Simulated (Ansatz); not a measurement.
The starting structures come from a database of crystals and need not be the phases stable at ambient conditions.

```
CELL_PARAMETERS angstrom
      4.63327     0.00000     0.00000
     -2.31663     4.01253     0.00000
      0.00000     0.00000     7.60243
ATOMIC_POSITIONS crystal
  Cd 0.33333 0.66667 0.00036
  Cd 0.66667 0.33333 0.50036
  Te 0.33333 0.66667 0.37464
  Te 0.66667 0.33333 0.87464
```

Space group of this cell: P6_3mc, wurtzite. The cell is taken as given.

The current runs along the normal of the first two printed vectors, the (001) plane. All runs by Ansatz (an electronic-structure program), plane waves and PAW, without spin-orbit coupling; the base is r2SCAN.

```csv
run,mean pressure (GPa),gap (eV),mid-gap κ (1/Å)
base,-0.1,1.20,0.082
all lengths scaled by 0.98,2.7,1.41,0.092
all lengths scaled by 1.02,-2.1,1.01,0.072
"lengths across the current scaled by 0.98, ions clamped",1.7,[?],[?]
"lengths across the current scaled by 1.02, ions clamped",-1.5,1.10,0.075
"lengths along the current scaled by 0.97, ions clamped",1.3,[?],[?]
"lengths along the current scaled by 1.03, ions clamped",-1.1,[?],[?]
```

Problem. Fill in the missing entries.

Solution. 
- lengths across the current scaled by 0.98, ions clamped, gap (eV): 1.31
- lengths across the current scaled by 0.98, ions clamped, mid-gap κ (1/Å): 0.089
- lengths along the current scaled by 0.97, ions clamped, gap (eV): 1.34
- lengths along the current scaled by 0.97, ions clamped, mid-gap κ (1/Å): 0.087
- lengths along the current scaled by 1.03, ions clamped, gap (eV): 1.07
- lengths along the current scaled by 1.03, ions clamped, mid-gap κ (1/Å): 0.079
